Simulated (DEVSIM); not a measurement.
## abrupt Si p-n junction

Device: abrupt Si p-n junction, at 300 K.

| layer (left to right) | material | thickness (μm) | Nd (cm⁻³) | Na (cm⁻³) | τn (s) | τp (s) |
|---|---|---|---|---|---|---|
| 1 | Si | 11.0 | - | 3.9e17 | 2.5e-5 | 2.5e-5 |
| 2 | Si | 3.70 | 3.3e16 | - | 2.5e-5 | 2.5e-5 |

Left contact: ohmic. Right contact: ohmic. Voltage is applied to the left contact. Recombination: SRH at mid-gap, radiative, Auger. Gap narrowing is on: ΔEg = 6.92 meV × (l + √(l² + 0.5)), l = ln(N/1.3e17 cm⁻³), shared equally by both band edges. Mobility is μmin + (μ − μmin)/(1 + (N/Nref)^α).

This is a model device: material constants are rounded textbook-type values typed into the input, and sizes, dopings and lifetimes were drawn at random. Values at 300 K.

| parameter | Si |
|---|---|
| gap (eV) | 1.124 |
| affinity (eV) | 4.05 |
| permittivity | 11.7 |
| Nc (cm⁻³) | 2.86e19 |
| Nv (cm⁻³) | 3.1e19 |
| μn (cm²/Vs) | 1417 |
| μp (cm²/Vs) | 470 |
| μn,min | 52 |
| μp,min | 45 |
| Nref,n | 9.7e16 |
| Nref,p | 2.2e17 |
| αn | 0.68 |
| αp | 0.72 |
| B (cm³/s) | 4.7e-15 |
| Cn (cm⁶/s) | 2.8e-31 |
| Cp (cm⁶/s) | 9.9e-32 |

Model (solved in DEVSIM): 1D drift-diffusion, Boltzmann statistics, complete ionisation; no tunnelling, impact ionisation, image-force lowering or self-heating.

```json
{
 "potential_step_across_the_device_at_zero_bias": "0.827 V",
 "largest_field_in_the_device_at_zero_bias": "86000 V/cm",
 "Dark forward voltage at 1 A/cm²": "0.641 V",
 "Dark forward voltage at 100 A/cm²": "0.776 V"
}
```

Dark forward current:

```json
[
 {"V (V)": "0.05", "J (A/cm²)": "1.9e-10"},
 {"V (V)": "0.10", "J (A/cm²)": "1.1e-9"},
 {"V (V)": "0.20", "J (A/cm²)": "4.3e-8"},
 {"V (V)": "0.25", "J (A/cm²)": "2.8e-7"},
 {"V (V)": "0.35", "J (A/cm²)": "1.3e-5"},
 {"V (V)": "0.40", "J (A/cm²)": "9.1e-5"},
 {"V (V)": "0.50", "J (A/cm²)": "0.0043"},
 {"V (V)": "0.55", "J (A/cm²)": "0.030"},
 {"V (V)": "0.65", "J (A/cm²)": "1.4"},
 {"V (V)": "0.70", "J (A/cm²)": "9.2"},
 {"V (V)": "0.80", "J (A/cm²)": "190"},
 {"V (V)": "0.85", "J (A/cm²)": "480"},
 {"V (V)": "0.95", "J (A/cm²)": "1700"},
 {"V (V)": "1.00", "J (A/cm²)": "2800"}
]
```

Small-signal capacitance in reverse bias (quasi-static):

```
V (V)  C (nF/cm²)
-----  ----------
-0.4         46.3
-1           37.7
-2           30.2
-3           25.9
-4           23.0
```
